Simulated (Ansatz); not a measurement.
The starting structures come from a database of crystals and need not be the phases stable at ambient conditions.

 Where the default PAW files enter, the runs use the earlier of Ansatz's two default sets.

Data:

```
CELL_PARAMETERS angstrom
      5.64750     0.00000     0.00000
      0.00000     5.64750     0.00000
      2.82375    -2.82375     5.66217
ATOMIC_POSITIONS crystal
  Zn 0.25000 0.25000 0.50000
  Zn 0.00000 0.00000 0.00000
  Sn 0.75000 0.75000 0.50000
  Sn 0.50000 0.50000 0.00000
  P  0.62500 0.35362 0.25000
  P  0.35362 0.12500 0.75000
  P  0.12500 0.89638 0.25000
  P  0.89638 0.62500 0.75000
```

Space group of this cell: I-42d, chalcopyrite. The cell is taken as given.

The current runs along the normal of the first two printed vectors, the (001) plane. All runs by Ansatz (an electronic-structure program), plane waves and PAW, without spin-orbit coupling; the base is r2SCAN.

```
run                                                      mean pressure (GPa)  gap (eV)  mid-gap κ (1/Å)
-------------------------------------------------------  -------------------  --------  ---------------
base                                                                     0.1      1.26            0.089
all lengths scaled by 0.98                                               5.4      1.51            0.110
all lengths scaled by 1.02                                              -3.8      0.92            0.067
lda in place of r2scan                                                  -2.7      0.65            0.049
lengths across the current scaled by 0.98, ions clamped                  3.5         ?                ?
lengths across the current scaled by 1.02, ions clamped                 -2.6         ?                ?
lengths along the current scaled by 0.97, ions clamped                   2.6         ?                ?
lengths along the current scaled by 1.03, ions clamped                  -2.0      1.02            0.082
pbesol in place of r2scan                                               -0.8      0.76            0.057
```

Q: Complete the blanks.

A: 
- lengths across the current scaled by 0.98, ions clamped, gap (eV): 1.45
- lengths across the current scaled by 0.98, ions clamped, mid-gap κ (1/Å): 0.106
- lengths across the current scaled by 1.02, ions clamped, gap (eV): 0.97
- lengths across the current scaled by 1.02, ions clamped, mid-gap κ (1/Å): 0.070
- lengths along the current scaled by 0.97, ions clamped, gap (eV): 1.33
- lengths along the current scaled by 0.97, ions clamped, mid-gap κ (1/Å): 0.095
